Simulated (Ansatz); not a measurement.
System: antifluorite K2S. Method: PBE0 in Ansatz (plane waves, PAW).

Settings: plane-wave cutoff 460 eV, 6×6×6 k mesh, Fermi–Dirac smearing 0.01 eV, scalar-relativistic PAW data made under PBE.

The cell is scaled about its equilibrium volume:

```json
[
 {"V (Å³/atom)": "32.306", "P (GPa)": "1.14", "direct gap at Γ (eV)": "4.373", "smallest gap on the k mesh (eV)": "4.140"},
 {"V (Å³/atom)": "33.073", "P (GPa)": "0.59", "direct gap at Γ (eV)": "4.280", "smallest gap on the k mesh (eV)": "4.072"},
 {"V (Å³/atom)": "34.006", "P (GPa)": "0.01", "direct gap at Γ (eV)": "4.172", "smallest gap on the k mesh (eV)": "3.992"},
 {"V (Å³/atom)": "34.856", "P (GPa)": "-0.45", "direct gap at Γ (eV)": "4.078", "smallest gap on the k mesh (eV)": "3.921"},
 {"V (Å³/atom)": "35.706", "P (GPa)": "-0.85", "direct gap at Γ (eV)": "3.989", "smallest gap on the k mesh (eV)": "3.853"}
]
```

The fundamental gap (3.99 eV at the equilibrium volume, on the SCF mesh) lies elsewhere than Γ–Γ.

Ansatz is a quantum-chemistry and plane-wave program.
